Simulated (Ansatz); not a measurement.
Take LiNbO$_{3}$ (space group R3c, No. 161) as the base.

```
CELL_PARAMETERS angstrom
      2.53373     1.46285     4.56243
     -2.53373     1.46285     4.56243
      0.00000    -2.92570     4.56243
ATOMIC_POSITIONS crystal
  Li 0.28114 0.28114 0.28114
  Li 0.78114 0.78114 0.78114
  Nb 0.99752 0.99752 0.99752
  Nb 0.49752 0.49752 0.49752
  O  0.10552 0.36572 0.71719
  O  0.71719 0.10552 0.36572
  O  0.36572 0.71719 0.10552
  O  0.21719 0.86572 0.60552
  O  0.86572 0.60552 0.21719
  O  0.60552 0.21719 0.86572
```

Cartesian axes are those of the cell as printed.

Calculations: LDA (Ansatz, a first-principles code; PAW; 420 eV plane waves; no spin-orbit coupling).

Before the change:

```
Quantity                         Result
-----------------------------  --------
Pressure                       0.0 kbar
Shortest interatomic distance  188.0 pm
```

Perturbation: the cell is compressed by 3.00 % along z with no lateral relaxation; the atoms relax in the strained cell.

Q: How does this affect the energy relative to the base?

A: The energy rises by 7.5 meV/atom.

Q: Predict the new largest internal atomic displacement.

A: The largest internal atomic displacement comes out as 0.022 Å.

Q: Estimate the effect on the pressure.

A: The pressure (mean of the normal stresses, compression positive) goes from zero to 44.2 kbar.

Q: Estimate the effect on the shortest interatomic distance.

A: The shortest interatomic distance stays essentially unchanged (188.0 pm against 187.8 pm).

Whether these cells are dynamically stable was not tested.
